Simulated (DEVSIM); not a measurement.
Device: abrupt Si n-p junction, at 300 K.

Layer 1 from the left is Si, thickness (μm) 7.70, Nd (cm⁻³) 6.5e18, τn (s) 2.7e-6, τp (s) 2.7e-6. Layer 2 from the left is Si, thickness (μm) 34.0, Na (cm⁻³) 1.5e16, τn (s) 2.7e-6, τp (s) 2.7e-6.

Left contact: ohmic. Right contact: ohmic. Voltage is applied to the left contact. Recombination: SRH at mid-gap, Auger. Mobility is μmin + (μ − μmin)/(1 + (N/Nref)^α).

The device is made up for the run: typed textbook-type constants, with dimensions and the other settings drawn at random. Values at 300 K.

Si: gap (eV) 1.124, affinity (eV) 4.05, permittivity 11.7, Nc (cm⁻³) 2.86e19, Nv (cm⁻³) 3.1e19, μn (cm²/Vs) 1417, μp (cm²/Vs) 470, μn,min 52, μp,min 45, Nref,n 9.7e16, Nref,p 2.2e17, αn 0.68, αp 0.72, Cn (cm⁶/s) 2.8e-31, Cp (cm⁶/s) 9.9e-32.

Question: Estimate by hand the built-in potential, the peak field at zero bias, the capacitance at 3 V, and compare with a numerical solution.

Answer: 
- Built-in potential: ni = √(Nc Nv) exp(−Eg/2kT) = 1.08e10 cm⁻³ with Eg = 1.124 eV; Vbi = kT/q ln(Na Nd/ni²) = 0.888 V; numerical 0.888 V.
- Peak field at zero bias: depletion approximation: W = √(2εVbi/(qN)) = 0.277 μm with N = 1.50e16 cm⁻³; field = 2Vbi/W = 64100 V/cm; numerical 149000 V/cm (estimate below by 57 %).
- Capacitance at 3 V: C = √(qεN / 2(Vbi + |V|)) = 17.9 nF/cm²; numerical 18.1 nF/cm² (estimate below by 1.0 %).

Simulated with DEVSIM: 1D drift-diffusion, Boltzmann statistics, complete ionisation; no tunnelling, impact ionisation, image-force lowering or self-heating.
